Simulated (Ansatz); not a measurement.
## What Se → Ru does to WSe2

Consider WSe₂ in the 2H-MoS2 type structure (space group P6_3/mmc, No. 194; a = 3.2995 Å, c = 13.1475 Å; layered, stacked along the Cartesian z axis).

Now apply this change: every Se is replaced by Ru; the structure is relaxed again.

The values are results of r2SCAN+rVV10/PAW in Ansatz (an electronic-structure program), no spin-orbit coupling, earlier PAW set, not measurements. k-mesh 19×19×4 (Γ-centred); smearing 0.05 eV (Fermi–Dirac), for the changed cell.

```json
[
 {"quantity": "volume per atom", "base": "20.66 Å³", "changed": "14.23 Å³", "shift": "-6.43 Å³"},
 {"quantity": "density", "base": "9.16 g/cm³", "changed": "15.02 g/cm³", "shift": "+5.86 g/cm³"},
 {"quantity": "lattice parameter a", "base": "3.300 Å", "changed": "2.744 Å", "shift": "-0.556 Å"},
 {"quantity": "c/a ratio", "base": "3.985", "changed": "4.773", "shift": "+0.788"},
 {"quantity": "space group", "base": "P6_3/mmc (No. 194)", "changed": "P6_3/mmc (No. 194)", "shift": "–"},
 {"quantity": "shortest interatomic distance", "base": "2.530 Å", "changed": "2.659 Å", "shift": "+0.129 Å"},
 {"quantity": "band gap", "base": "1.12 eV", "changed": "zero", "shift": "–"}
]
```

Spin-orbit coupling, missing from the scalar runs, can matter with W. Whether these cells are dynamically stable was not tested. As relaxed here, Ru2W is a hypothetical phase, not in the database extracts checked. All final runs are without spin polarisation.
